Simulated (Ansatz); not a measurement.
Consider C (space group Ia-3, No. 206; a = 4.449 Å; a hypothetical phase, not in the database extracts checked).

It is then changed as follows: a hydrostatic pressure of 0.3 GPa.

Levels (all Ansatz, a quantum-chemistry and plane-wave program, PAW): PBEsol (420 eV, no SOC); HSE06 (420 eV, no spin-orbit coupling).

The geometry is relaxed with PBEsol.

- PBEsol band gap = 2.30 eV

With HSE06 at the same geometry, the band gap increases by 1.186 eV to 3.48 eV.

Single points use the geometry relaxed with PBEsol. HSE06 was sampled on its mesh, a few special points and the semilocal edge points, so its gap is an upper bound. Load acts through the strain it causes; cell and atoms are relaxed under it. Whether these cells are dynamically stable was not tested.
